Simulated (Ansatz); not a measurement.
# Point defects in Zr

Start from an 8-atom supercell of Zr in the hcp (Mg type) structure (space group P6_3/mmc, No. 194; a = 3.184 Å, c = 5.117 Å) at its relaxed geometry.

One neutral defect a cell, atoms relaxed at fixed cell.

Level of theory: PBEsol, PAW, 420 eV (Ansatz, a program for electronic structure; without spin-orbit coupling).

```json
[
 {"variant": "perfect supercell", "largest displacement of a host atom from its site in the perfect cell": "–", "energy gained by relaxation": "–", "pressure": "0.0 GPa"},
 {"variant": "La on a Zr site, symmetric start", "largest displacement of a host atom from its site in the perfect cell": "0.08 Å", "energy gained by relaxation": "0.11 eV", "pressure": "4.2 GPa"},
 {"variant": "Ce on a Zr site, symmetric start", "largest displacement of a host atom from its site in the perfect cell": "0.06 Å", "energy gained by relaxation": "0.06 eV", "pressure": "2.2 GPa"},
 {"variant": "Zr vacancy, symmetric start", "largest displacement of a host atom from its site in the perfect cell": "0.06 Å", "energy gained by relaxation": "0.04 eV", "pressure": "-4.3 GPa"}
]
```

The magnetic state is the one reached from the starting moments; the real material's order can differ, and small cells can't hold many antiferromagnetic ones. The 4f electrons are in the valence with no U and their state was not checked, so volumes and moments can be off. The cell is small, so the values are those of an ordered compound at a high defect concentration; dilute-limit values will differ. The defect started on the symmetric site and kept its symmetry, so it may sit on a saddle. Starting moments died away, wholly or in part, for Ce on a Zr site; another magnetic solution may exist. Spin-polarised in the final run: Ce on a Zr site; the other runs are not.
